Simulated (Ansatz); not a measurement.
Defect migration in monoclinic ZrO2: interstitial Ti, charge state +4. The step: a concerted move, in which Ti travels most; the atom moves 3.41 Å along (0.00, 0.40, 0.50) of the unit cell; the moving atom starts with neighbours O at 1.84, O at 1.87, 2 O at 1.91, O at 1.97 Å and ends with O at 1.84, O at 1.87, 2 O at 1.91, O at 1.97 Å. A PBE band in Ansatz (plane-wave PAW, the Γ point alone, 96 host sites, 131 SCF runs with any check of the saddle's order, static, no finite-size correction) gives a forward barrier of 2.80 eV. The program found a first-order saddle point. The charge state is imposed; whether it is stable for some Fermi level was not computed. Sites that were not tried may lie lower.

Single points at the band's start and saddle point can refine it. Rough cost of one point, in units of the band's mean SCF on the same machine:

```json
[
 {"Level": "PBE, a 2×2×2 k-point mesh shifted by half a step", "Cost of one point": "about 8"},
 {"Level": "r2SCAN at 500 eV, the Γ point alone", "Cost of one point": "about 2"}
]
```

**Question.** Which of these move the barrier by more than 0.1 eV, and how far does each move it?

**Answer.** PBE, a 2×2×2 k-point mesh shifted by half a step: -0.02 eV; r2SCAN at 500 eV, the Γ point alone: +0.16 eV. Each functional is compared with PBE at the same k-points.

Ansatz is a quantum-chemistry and plane-wave program.
